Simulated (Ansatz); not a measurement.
An Ansatz (a program for electronic structure) run: MoTe2 with a change (uniaxial strain ε_xx = −0.60 %); PBEsol-D3(BJ), PAW, 420 eV (Ansatz; no spin-orbit coupling).

Input:

Ansatz 0.2 input:
```yaml
crystal:
  lattice:
    - [3.4134161632, 0, 0]
    - [-1.7067080816, 2.9739488039, 0]
    - [0, 0, 13.3294083148]
  atoms:
    - { symbol: Te, position: [0.6666666667, 0.3333333333, 0.3862072777] }
    - { symbol: Te, position: [0.3333333333, 0.6666666667, 0.8862072777] }
    - { symbol: Te, position: [0.3333333333, 0.6666666667, 0.6137927223] }
    - { symbol: Te, position: [0.6666666667, 0.3333333333, 0.1137927223] }
    - { symbol: Mo, position: [0.6666666667, 0.3333333333, 0.75] }
    - { symbol: Mo, position: [0.3333333333, 0.6666666667, 0.25] }
basis: { ecutwfc: 420, ecutrho_ratio: 4, xc_grid: 2, fft_grid_basis: typed }
kpoints: { mp_grid: { grid: [11, 11, 3] } }
hamiltonian:
  xc: pbesol
  dispersion: d3bj
  pseudopotentials: { kind: paw }
scf: { occupations: { method: fermi_dirac, width: 0.05 }, convergence: { dr2_threshold: 0.0000000006 } }
relax: { f_tol: 0.005, max_steps: 50 }
output: { forces: true, stress: true }
checkpoint: { write: state.ck, write_every: 1000 }
```

Output (explanatory and most iteration lines left out):

```
Relaxation: its limit of steps is 50 (relax.max_steps)
Pseudopotential: Te, paw, valence charge 16
Pseudopotential: Mo, paw, valence charge 14
Crystal: 6 atoms, lattice volume = 135.311 Å³
Basis set: ecut = 420 eV, 2625 PW (Γ), exchange–correlation on 48×48×180 points (8 copies of the dense FFT grid, shifted against one another)
Bands: 56, of which v1, the nominal top of the filled ones, is band 46 counted from 1 (45 counted from 0)
Symmetry: 8 space group operations
Space group: Cmcm (ITA 63), of the structure as read, at distance tolerance 5.1e-5 Å
k-points: 72 of 363
Functional: x = pbesol(κ = 0.804, μ = 0.12345679012345678), c = pbesol(β = 0.046)
SCF iter   1: F=—  HF=-37405.989106 eV  |F-HF|=—  |Δ(HF+E_count)|=         —  Δρ=6.43e-3  dr2=5.97e-2  ethr=1.77e-3  ⟨swp⟩=7.4  Hψ=15693  notcnv=0  defer=9
SCF iter   2: F=—  HF=-37405.986401 eV  |F-HF|=—  |Δ(HF+E_count)|=   2.71e-3  Δρ=3.37e-3  dr2=1.40e-2  ethr=6.49e-5  ⟨swp⟩=1.8  Hψ=5359  notcnv=0  defer=54
SCF 1 converged in 8 iterations: F = -37405.986674 eV  dr2 = 1.03e-10
relax step   1: F+E_penalty+E_count = -37405.98667354 eV  Δ(F+E_penalty+E_count) = +0.000e0 eV  max|allowed force component| = 5.788e-2 eV/Å  Δτ_max = 0.0000 Å  (8 SCF iters, accepted)
Crystal: 6 atoms, lattice volume = 135.311 Å³
SCF iter   1: F=—  HF=-37405.983029 eV  |F-HF|=—  |Δ(HF+E_count)|=         —  Δρ=1.35e-3  dr2=4.38e-3  ethr=4.90e-6  ⟨swp⟩=2.0  Hψ=11660  notcnv=0  defer=151
SCF iter   2: F=—  HF=-37405.982575 eV  |F-HF|=—  |Δ(HF+E_count)|=   4.55e-4  Δρ=7.35e-4  dr2=1.29e-3  ethr=4.76e-6  ⟨swp⟩=1.0  Hψ=3882  notcnv=0  defer=151
SCF 2 converged in 7 iterations: F = -37405.982358 eV  dr2 = 9.26e-11
relax step   2: F+E_penalty+E_count = -37405.98235756 eV  Δ(F+E_penalty+E_count) = +4.316e-3 eV  max|allowed force component| = 1.826e-1 eV/Å  Δτ_max = 0.0196 Å  (7 SCF iters, rejected (line search))
Crystal: 6 atoms, lattice volume = 135.311 Å³
SCF iter   1: F=—  HF=-37405.987668 eV  |F-HF|=—  |Δ(HF+E_count)|=         —  Δρ=1.22e-3  dr2=2.87e-3  ethr=4.64e-5  ⟨swp⟩=3.4  Hψ=7751  notcnv=0  defer=152
SCF iter   2: F=—  HF=-37405.987356 eV  |F-HF|=—  |Δ(HF+E_count)|=   3.12e-4  Δρ=6.78e-4  dr2=8.42e-4  ethr=3.12e-6  ⟨swp⟩=1.2  Hψ=4692  notcnv=0  defer=150
SCF 3 converged in 7 iterations: F = -37405.987188 eV  dr2 = 8.22e-11
relax step   3: F+E_penalty+E_count = -37405.98718808 eV  Δ(F+E_penalty+E_count) = -5.145e-4 eV  max|allowed force component| = 4.019e-3 eV/Å  Δτ_max = 0.0053 Å  (7 SCF iters, accepted)
Crystal: 6 atoms, lattice volume = 135.311 Å³
SCF iter   1: F=—  HF=-37405.987205 eV  |F-HF|=—  |Δ(HF+E_count)|=         —  Δρ=1.72e-3  dr2=2.69e-3  ethr=6.69e-5  ⟨swp⟩=3.7  Hψ=8050  notcnv=0  defer=152
SCF iter   2: F=—  HF=-37405.986752 eV  |F-HF|=—  |Δ(HF+E_count)|=   4.52e-4  Δρ=1.02e-3  dr2=9.44e-4  ethr=2.93e-6  ⟨swp⟩=1.3  Hψ=4733  notcnv=0  defer=152
SCF 4 converged in 7 iterations: F = -37405.986493 eV  dr2 = 1.03e-10
relax step   4: F+E_penalty+E_count = -37405.98649332 eV  Δ(F+E_penalty+E_count) = +6.948e-4 eV  max|allowed force component| = 1.698e-2 eV/Å  Δτ_max = 0.0235 Å  (7 SCF iters, rejected (line search))
Crystal: 6 atoms, lattice volume = 135.311 Å³
SCF iter   1: F=—  HF=-37405.987734 eV  |F-HF|=—  |Δ(HF+E_count)|=         —  Δρ=1.38e-3  dr2=1.76e-3  ethr=1.87e-5  ⟨swp⟩=3.8  Hψ=9072  notcnv=0  defer=152
SCF iter   2: F=—  HF=-37405.987409 eV  |F-HF|=—  |Δ(HF+E_count)|=   3.25e-4  Δρ=8.10e-4  dr2=5.88e-4  ethr=1.91e-6  ⟨swp⟩=1.0  Hψ=4691  notcnv=0  defer=152
SCF 5 converged in 7 iterations: F = -37405.987238 eV  dr2 = 4.20e-11
relax step   5: F+E_penalty+E_count = -37405.98723787 eV  Δ(F+E_penalty+E_count) = -4.979e-5 eV  max|allowed force component| = 7.140e-4 eV/Å  Δτ_max = 0.0047 Å  (7 SCF iters, accepted)
SCF converged after 7 iterations
Free energy (F): -37405.987238 eV
Internal energy: -37405.986579 eV  (E = F + TS)
E sigma→0 (E₀):  -37405.986908 eV
Entropy (-TS):   -0.000659 eV (-0.110 meV/atom)
Fermi energy:    14.587971 eV
  E_disp       = -3.426241  (pairwise vdW)
--- Forces (eV/Å), atoms counted from 1 ---
  atom   1  Te    -0.00000000    -0.00046352    -0.00001203
  atom   2  Te     0.00000000     0.00046352    -0.00001203
  atom   3  Te     0.00000000     0.00046352     0.00001203
  atom   4  Te    -0.00000000    -0.00046352     0.00001203
  atom   5  Mo    -0.00000000    -0.00071398    -0.00000000
  atom   6  Mo     0.00000000     0.00071398     0.00000000
--- Stress (GPa, compression-positive) ---
        0.962639       0.000000      -0.000000
        0.000000       0.201206       0.000000
       -0.000000       0.000000       0.158461
  P = ⅓ Tr σ = 0.4408 GPa (4.408 kbar)
--- Relaxed structure (5 steps of the walk, 3 accepted, 0 SCFs on fresh bases) ---
  atoms:
    - { symbol: Te, position: [0.6662492787264168, 0.3324985574528338, 0.3864765297450055] }
    - { symbol: Te, position: [0.33375072127358313, 0.6675014425471663, 0.8864765297450053] }
    - { symbol: Te, position: [0.33375072127358313, 0.6675014425471663, 0.6135234702549947] }
    - { symbol: Te, position: [0.6662492787264168, 0.3324985574528338, 0.1135234702549945] }
    - { symbol: Mo, position: [0.6665691273654356, 0.3331382547308714, 0.75] }
    - { symbol: Mo, position: [0.3334308726345642, 0.6668617452691284, 0.25] }
```

Spin-orbit coupling, missing from the scalar runs, can matter with Te. Stability against distortions was not tested. The cell was made from MoTe2 (space group P6_3/mmc, No. 194; layered, stacked along the Cartesian z axis) by this change: uniaxial strain ε_xx = −0.60 %.
